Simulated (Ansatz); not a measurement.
Worked example: self-consistent single point of MgPd5 (R3, 6 atoms in the cell) in Ansatz (an electronic-structure program).

Method: PBEsol, default PAW files made with PBE (plane waves; Ansatz).

```
MgPd5
1.0
    2.41505     1.39433     4.57238
   -2.41505     1.39433     4.57238
    0.00000    -2.78865     4.57238
Mg Pd
1 5
Cartesian
  0.00000   0.00000   0.05000
 -0.80096   1.38731   6.85856
 -0.80096  -1.38731   6.85856
  1.60192   0.00000   6.85856
  0.00000   0.00000   4.55042
  0.00000   0.00000   9.16670
```

Reference input (self-consistent single point, DFT, PBEsol, plane waves, default PAW files made with PBE): basis.ecutwfc = 420 eV; kpoints.mp_grid.grid = 5 5 5; hamiltonian.xc = pbesol; hamiltonian.pseudopotentials = {kind: paw} (the program's default PAW files); scf.occupations.method = gaussian; scf.occupations.width = 0.1 eV. This run's input differs from it in these lines:

Ansatz 0.2 input:
```diff
@@ -14,3 +14,3 @@
 basis:
-  ecutwfc: 420.0
+  ecutwfc: 210.0
 kpoints:
```

Output (repeated stretches shortened):

```
SCF iter   1: F=—  HF=-36407.668877 eV  |F-HF|=—  |Δ(HF+E_count)|=         —  Δρ=1.39e-1  dr2=1.03e1  ethr=1.77e-3  ⟨swp⟩=5.0  Hψ=4058  notcnv=0  defer=14
all-band conjugate gradients solve this SCF's bands
preconditioner: auto → Kerker (q_TF=auto, 2.765 Å⁻¹)
SCF iter   2: F=—  HF=-36404.184189 eV  |F-HF|=—  |Δ(HF+E_count)|=    3.48e0  Δρ=5.80e-2  dr2=1.35e0  ethr=1.77e-3  ⟨swp⟩=2.0  Hψ=2876  notcnv=0  defer=91
   [... lines left out ...]
SCF iter   6: F=—  HF=-36403.674424 eV  |F-HF|=—  |Δ(HF+E_count)|=   7.94e-5  Δρ=7.52e-5  dr2=8.05e-6  ethr=6.59e-8  ⟨swp⟩=2.0  Hψ=1764  notcnv=0  defer=91
SCF iter   7: F=—  HF=-36403.674422 eV  |F-HF|=—  |Δ(HF+E_count)|=   1.66e-6  Δρ=2.34e-5  dr2=1.16e-6  ethr=8.05e-9  ⟨swp⟩=2.2  Hψ=1924  notcnv=0  defer=91
SCF iter   8: F=—  HF=-36403.674422 eV  |F-HF|=—  |Δ(HF+E_count)|=   3.40e-7  Δρ=7.62e-6  dr2=1.12e-7  ethr=1.16e-9  ⟨swp⟩=2.1  Hψ=2028  notcnv=0  defer=91
SCF iter   9: F=-36403.674422 eV  HF=-36403.674422 eV  |F-HF|=2.92e-9  |Δ(HF+E_count)|=   3.80e-8  Δρ=2.33e-6  dr2=5.76e-9  ethr=1.00e-10  ⟨swp⟩=7.8  Hψ=4550  notcnv=0
SCF 1 converged in 9 iterations: F = -36403.674422 eV  dr2 = 5.76e-9
Free energy (F): -36403.674422 eV
Internal energy: -36403.636303 eV  (E = F + TS)
E sigma→0 (E₀):  -36403.655362 eV
Entropy (-TS):   -0.038119 eV (-6.353 meV/atom)
Fermi energy:    16.731854 eV
--- Forces (eV/Å), atoms counted from 1 ---
  atom   1  Mg     0.00000000     0.00000000    -0.16198412
  atom   2  Pd     0.09384223    -0.05623043     0.06413968
  atom   3  Pd     0.00177586     0.10938497     0.06413968
  atom   4  Pd    -0.09561809    -0.05315454     0.06413968
  atom   5  Pd     0.00000000    -0.00000000    -0.17553795
  atom   6  Pd     0.00000000    -0.00000000     0.14510834
--- Stress (GPa, compression-positive) ---
        5.339514      -0.000000       0.000000
        0.000000       5.339514       0.000000
        0.000000       0.000000       0.327700
  P = ⅓ Tr σ = 3.6689 GPa (36.689 kbar)
  The stress holds the Pulay correction. Without it, at fixed plane waves, as pw.x and ABINIT print it: P = -374.9806 GPa
```

The run converged in 9 iterations. Against the reference run the free energy goes up by 7.23 eV/atom, the pressure goes from -5.93 to 3.67 GPa and the largest force goes from 0.226 to 0.176 eV/Å.

The starting cell comes from a database of computed structures (which also holds hypothetical and non-ambient phases and stackings), without a prior relaxation at this level. Its lattice was rescaled by up to half a per cent. One atom was moved a little off its site on purpose. Spin polarisation is off. Ansatz's pressure includes its estimate of the finite-basis (Pulay) stress. Without the estimate this run gives -374.98 GPa. The cutoff lies below the one recommended for these files.
